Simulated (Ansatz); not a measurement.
The starting structures come from a database of crystals and need not be the phases stable at ambient conditions.

Data:

```yaml
crystal:
  lattice:
    - [5.72026, 0.00000, 0.00000]
    - [0.00000, 7.03266, 0.00000]
    - [2.86013, 0.00000, 4.95389]
  atoms:
    - { symbol: Sr, position: [0.00000, 0.00000, 0.00000] }
    - { symbol: Sr, position: [0.66667, 0.67372, 0.66667] }
    - { symbol: Sr, position: [0.33333, 0.32628, 0.33333] }
    - { symbol: Mg, position: [0.00000, 0.50000, 0.00000] }
    - { symbol: Ta, position: [0.66667, 0.18106, 0.66667] }
    - { symbol: Ta, position: [0.33333, 0.81894, 0.33333] }
    - { symbol: O, position: [0.00000, 0.00000, 0.50000] }
    - { symbol: O, position: [0.50000, 0.00000, 0.00000] }
    - { symbol: O, position: [0.50000, 0.00000, 0.50000] }
    - { symbol: O, position: [0.33701, 0.32705, 0.83149] }
    - { symbol: O, position: [0.66299, 0.67295, 0.16850] }
    - { symbol: O, position: [0.83150, 0.32705, 0.33701] }
    - { symbol: O, position: [0.16850, 0.67295, 0.66299] }
    - { symbol: O, position: [0.83150, 0.32705, 0.83149] }
    - { symbol: O, position: [0.16850, 0.67295, 0.16850] }
```

Space group of this cell: P-3m1. The cell is taken as given; by PBEsol its mean pressure is -6.5 GPa.

Transport runs along the normal of the first two printed cell vectors, the (100) plane of the conventional cell.

The gap is the functional's own. No spin-orbit coupling. Mid-gap values are interpolated on the energy grid.

Task: Estimate the band gap and the smallest decay constant κ at mid-gap that PBEsol run with Ansatz (a quantum-chemistry and plane-wave program) returns for this system.

Result: Gap 3.24 eV on a 6×4×6 mesh; κ = 0.317 1/Å, at the zone centre.
